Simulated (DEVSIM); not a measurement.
Device: Mo/Si3N4/p-GaAs capacitor, at 300 K.

Layer 1 from the left is Si3N4, thickness (nm) 5.20. Layer 2 from the left is GaAs, thickness (nm) 20000, Na (cm⁻³) 1e15.

Metal gate on the left, work function 4.6 eV. Fixed charge at the semiconductor interface 1.2e11 cm⁻² (in units of +e); no interface traps.

The device is made up for the run: typed textbook-type constants, with dimensions and the other settings drawn at random. Values at 300 K.

Si3N4: gap (eV) 5.1, affinity (eV) 2.1, permittivity 7.5. GaAs: gap (eV) 1.424, affinity (eV) 4.07, permittivity 12.9, Nc (cm⁻³) 4.7e17, Nv (cm⁻³) 9e18.

Q: Estimate by hand the flat-band voltage, the threshold voltage, and compare with a numerical solution.

A: 
- Flat-band voltage: C = 1.28 μF/cm², work-function difference -0.659 V; VFB = φms − qNf/C = -0.67 V; numerical -0.67 V.
- Threshold voltage: φF = 0.515 V, depletion charge √(4εqNφF) = 1.94e-8 C/cm²; VT = VFB + 2φF + Qd/C = 0.37 V; numerical 0.37 V.

Model (solved in DEVSIM): 1D Poisson equation in equilibrium, Boltzmann statistics, complete ionisation; no quantum confinement or tunnelling. Metal contacts follow the ideal Schottky-Mott rule: no Fermi-level pinning, no interface dipoles.
